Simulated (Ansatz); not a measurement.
Results of LDA (plane waves, PAW; Ansatz, a program for electronic structure) for L1₀ (CuAu-type) CuAu.

Run with plane-wave cutoff 520 eV, 20×20×14 k mesh (along the axes of the cell as run), Fermi–Dirac smearing 0.05 eV, no spin polarisation, scalar-relativistic PAW data made under PBE.

Starting structure:

```yaml
crystal:
  lattice:
    - [2.80000, 0.00000, 0.00000]
    - [0.00000, 2.80000, 0.00000]
    - [0.00000, 0.00000, 3.67000]
  atoms:
    - { symbol: Cu, position: [0.00000, 0.00000, 0.00000] }
    - { symbol: Au, position: [0.50000, 0.50000, 0.50000] }
```

**Question.** Into what structure does the relaxation of cell and atoms lead at this level, with the symmetry of the start kept?

**Answer.** The volume shrinks by 4.2 %; final space group P4/mmm.
```yaml
crystal:
  lattice:
    - [2.78241, 0.00000, 0.00000]
    - [0.00000, 2.78241, 0.00000]
    - [0.00000, 0.00000, 3.55970]
  atoms:
    - { symbol: Cu, position: [0.00000, 0.00000, 0.00000] }
    - { symbol: Au, position: [0.50000, 0.50000, 0.50000] }
```
